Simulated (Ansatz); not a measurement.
**In2Pt: thickness series**

Base system: In₂Pt (space group Fm-3m, No. 225; a = 6.372 Å). Axes: x, y, z lie along the cube axes.

Free-standing slabs (3 atom(s) a layer) normal to [111] with 15 Å of vacuum; in-plane cell held at bulk.

Level of theory: DFT with PBEsol, PAW potentials and a 420 eV plane-wave cutoff in Ansatz (a first-principles code), no spin-orbit coupling.

Notes on the quantities. excess energy per area of both faces: slab less bulk energy over the cell's area: twice a surface energy; uncertain by up to 0.2 J/m².

```csv
change,excess energy per area of both faces,thickness between the outermost nuclei,change of the spacing d23 from its bulk value of 0.920 Å,change of the spacing d12 from its bulk value of 0.920 Å
1 layer,–,1.61 Å,–,-12.4 %
2 layers,1.80 J/m²,5.45 Å,-0.4 %,-2.4 %
3 layers,1.8 J/m²,8.97 Å,-4.8 %,-7.6 %
4 layers,1.8 J/m²,12.81 Å,-1.8 %,-2.5 %
5 layers,1.8 J/m²,16.39 Å,-2.7 %,-6.0 %
6 layers,1.8 J/m²,20.10 Å,-2.5 %,-5.0 %
```

The excess energy carries the mismatch between the slab's and the bulk's meshes. Whether these cells are dynamically stable was not tested. The final runs are not spin-polarised.
